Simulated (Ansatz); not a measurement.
# HfSiO4 under a change: pressure 22.5 GPa

Consider HfSiO$_{4}$ (space group I4_1/amd, No. 141; a = 6.582 Å, c = 5.966 Å).

Modification: a hydrostatic pressure of 22.5 GPa.

Calculations: plane-wave PAW DFT at the PBEsol level (Ansatz, a quantum-chemistry and plane-wave program, 420 eV), without spin-orbit coupling. Γ-centred 6×6×6 mesh, Fermi–Dirac width 0.05 eV.

| quantity | base | changed | shift |
|---|---|---|---|
| density | 6.95 g/cm³ | 7.55 g/cm³ | +0.592 g/cm³ |
| lattice parameter a | 12.438 bohr | 12.068 bohr | -0.3708 bohr |
| c/a ratio | 0.906 | 0.915 | +0.0082 |
| shortest interatomic distance | 3.080 bohr | 3.017 bohr | -0.063 bohr |
| enthalpy H = E + PV relative to the base's energy | – | +1.45 eV/atom | – |
| band gap (an upper bound: an edge found on the path is not a true extremum; both cells) | 5.38 eV | 5.78 eV | +0.40 eV |

With Hf present, leaving out spin-orbit coupling can change the band edges. Load acts through the strain it causes; cell and atoms are relaxed under it. Whether these cells are dynamically stable was not tested. Competing high-pressure phases were not computed.
